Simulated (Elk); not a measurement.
Worked example: self-consistent single point of NbN (Fm-3m, 2 atoms in the cell) in Elk.

Method: PBE, all-electron FP-LAPW, Elk's shipped species files, LAPW+lo basis run with Elk.

The change in words: lattice scaled by 0.98. Reference geometry:
```xyz
2
Lattice="0.0000 2.1950 2.1950 2.1950 0.0000 2.1950 2.1950 2.1950 0.0000" Properties=species:S:1:pos:R:3 pbc="T T T"
Nb     0.0000     0.0000     0.0000
N      2.1950     2.1950     2.1950
```

Reference input (self-consistent single point, DFT, PBE, all-electron FP-LAPW, Elk's shipped species files, LAPW+lo basis): xctype = 20; rgkmax = 7.5; stype = 0; swidth = 0.00499791 Ha; ngridk = 17 17 17; gmaxvr = 14 1/bohr; nxoapwlo = 1; rmtscf = 0.88. This run's input differs from it in these lines:

```diff
@@ -28,5 +28,5 @@
 avec
-    0.0000000000    2.1950000000    2.1950000000
-    2.1950000000    0.0000000000    2.1950000000
-    2.1950000000    2.1950000000    0.0000000000
+    0.0000000000    2.1511000000    2.1511000000
+    2.1511000000    0.0000000000    2.1511000000
+    2.1511000000    2.1511000000    0.0000000000
```

Output (repeated stretches shortened):

```
│ Self-consistent loop started │
│ Loop number : 1 │
 total energy                :     -3874.15554513
│ Loop number : 2 │
 total energy                :     -3874.35214655
RMS change in Kohn-Sham potential (target) :    1.749899526     (  0.1000000000E-05)
Absolute change in total energy (target)   :   0.1966014155     (  0.1000000000E-03)
│ Loop number : 3 │
 total energy                :     -3874.28695144
RMS change in Kohn-Sham potential (target) :    1.731745519     (  0.1000000000E-05)
Absolute change in total energy (target)   :   0.1604475980E-01 (  0.1000000000E-03)
│ Loop number : 4 │
   [... lines left out ...]
Absolute change in total energy (target)   :   0.2902131155E-04 (  0.1000000000E-03)
│ Loop number : 15 │
 total energy                :     -3875.38473955
RMS change in Kohn-Sham potential (target) :   0.2143375899E-05 (  0.1000000000E-05)
Absolute change in total energy (target)   :   0.8241701153E-04 (  0.1000000000E-03)
│ Loop number : 16 │
 total energy                :     -3875.38473023
RMS change in Kohn-Sham potential (target) :   0.3273838231E-06 (  0.1000000000E-05)
Absolute change in total energy (target)   :   0.2993001453E-04 (  0.1000000000E-03)
Convergence targets achieved

│ Loop number : 17 │

Energies :
 Fermi                       :     0.635591921011
 total energy                :     -3875.38473482

Density of states at Fermi energy :    22.82609778
 (states/Hartree/unit cell)

Estimated indirect band gap :   0.3448140027E-03
 from k-point     61 to k-point    108
Estimated direct band gap   :   0.2023570601E-02
 at k-point     36

Charges :
 core                        :    30.00000000
 valence                     :    18.00000000
 interstitial                :    3.433330037
 muffin-tins (core leakage)
  species :    1 (Nb)
   atom    1                 :    38.54614294     (  0.1004441193E-04)
  species :    2 (N)
   atom    1                 :    6.020527018     (  0.1816412825E-05)
 total in muffin-tins        :    44.56666996
 total calculated charge     :    48.00274503
 total charge                :    48.00000000
 error                       :   0.2745025085E-02

│ Self-consistent loop stopped │
```

The run converged in 17 iterations. The count includes the last loop, which Elk runs after its targets are met. Against the reference run the total energy rises by 67.9 meV/atom.

The starting cell has typed, rounded lattice constants, without a prior relaxation at this level. For this run, on top of that: lattice scaled by 0.98. Spin polarisation is off. Values depend on the basis (sphere radii, cutoffs, local orbitals), which need not be converged. The log's line on a gap gives a spacing of levels on this mesh, which the program prints for metals too.
